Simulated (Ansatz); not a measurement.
Take Nb in the bcc (W type) structure (space group Im-3m, No. 229; a = 3.303 Å) as the base.

Calculations: r2SCAN in Ansatz (plane waves to 500 eV, PAW, spin-orbit coupling left out).

Base values:

The lattice parameter a comes out as 3.303 Å.

One thing is altered: full substitution Nb → Sb; the structure is relaxed again.

Tabulated Pauling electronegativity and covalent radius: Nb 1.60, 1.64 Å; Sb 2.05, 1.39 Å.

Task: What happens to the lattice parameter a?

Result: The lattice parameter a goes up by 0.475 Å (3.303 Å → 3.778 Å).

No phonon test of stability was made. For Sb in this form, whether it has been made was not checked. All final runs are without spin polarisation. This is not the structure that Sb has at room temperature and ambient pressure.

Ansatz is a first-principles code.
